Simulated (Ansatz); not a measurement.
Candidates (primitive cells; geometry: cell and atoms relaxed with r2SCAN):
A. CsPbCl3 (Pm-3m), a = b = c = 5.6735 Å, α = β = γ = 90.00°
B. KTaO₃ (Pm-3m), a = b = c = 3.9902 Å, α = β = γ = 90.00°
C. CsPbBr$_{3}$ (Pm-3m), a = 5.9376 Å, b = 5.9376 Å, c = 5.9376 Å, α = 90.00°, β = 90.00°, γ = 90.00°

Q: Put the candidates in order of hole conductivity mass, lowest first, for r2SCAN with spin-orbit coupling, rigid bands run with Ansatz (a first-principles code).

A: C (0.148 mₑ), A (0.198 mₑ), B (2.0 mₑ)

Masses are for dilute carriers at 300 K, harmonic means over directions unless an axis is named.

CsPbBr3 (Pm-3m), CsPbCl3 (Pm-3m): a high-temperature phase held by its symmetry.
